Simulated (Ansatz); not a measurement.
Start from TeS2 in the CdI2 type structure (space group P-3m1, No. 164; a = 3.795 Å, c = 5.901 Å; a hypothetical phase, not in the database extracts checked; layered, stacked along the Cartesian z axis).

The values are results of plane-wave PAW DFT at the r2SCAN+rVV10 level (Ansatz, a program for electronic structure, 500 eV), without spin-orbit coupling, not measurements.

Free-standing slabs (3 atom(s) a layer) normal to the stacking axis with 15 Å of vacuum; in-plane cell relaxed.

One change was made to it. Results:

| quantity | base | after |
|---|---|---|
| electron mass (in plane) | – | 0.14 mₑ (at Γ) |
| smallest direct gap | 0.54 eV | 1.01 eV |
| gap character | – | indirect, Γ–M (33 % along) → Γ |

Q: Which of these changes matches the shifts?
A. 2 layers
B. 4 layers
C. 1 layer
D. 3 layers

A: A, 2 layers. For comparison, the gap character in the other runs: 1 layer gives indirect, K–Γ (64 % along) → Γ; 3 layers gives indirect, K → Γ; 4 layers gives indirect, K → Γ.

Spin-orbit coupling, missing from the scalar runs, can matter with Te. Effective masses come from finite differences of ±0.01 Å⁻¹. No phonon test of stability was made.
